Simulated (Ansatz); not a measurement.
Results of r²SCAN (plane waves, PAW; Ansatz, an electronic-structure program) for Mg₃SnO (model structure, started from the Mg3SbN type, Pm-3m, No. 221, 5 atoms in the cell).

Numerical settings: plane-wave cutoff 560 eV, 14×14×14 k mesh, Fermi–Dirac smearing 0.05 eV, scalar-relativistic PAW data made under PBE.

Cell (relaxed at this level):

```cif
data_Mg3OSn
_chemical_formula_sum 'Mg3 Sn1 O1'
_space_group_name_H-M_alt 'P 1'
_space_group_IT_number 1
_cell_length_a 4.34515
_cell_length_b 4.34515
_cell_length_c 4.34515
_cell_angle_alpha 90.000
_cell_angle_beta 90.000
_cell_angle_gamma 90.000
loop_
_space_group_symop_operation_xyz
  'x, y, z'
loop_
_atom_site_label
_atom_site_type_symbol
_atom_site_fract_x
_atom_site_fract_y
_atom_site_fract_z
_atom_site_occupancy
Mg1 Mg 0.00000 0.50000 0.50000 1
Mg2 Mg 0.50000 0.00000 0.50000 1
Mg3 Mg 0.50000 0.50000 0.00000 1
Sn1 Sn 0.00000 0.00000 0.00000 1
O1 O 0.50000 0.50000 0.50000 1
```

Q: Estimate the bulk modulus B0 that the calculation returns.

A: 
* **bulk modulus B0**: 78.4 GPa

The run finds no gap.

Note: the bulk modulus is −V dP/dV from two relaxed cells at ±2 % in volume; the relaxation could raise the start's symmetry but not lower it, so the cell can be a saddle point.

Spin–orbit coupling is not included; it can open a gap where bands touch, and shift volumes and moduli.

It cost about 90 core-seconds (a rough figure) of CPU time.

A model structure was made by putting elements into a prototype or built by hand; it is no filed structure, need not be a known phase, and can be a saddle point held by its symmetry.
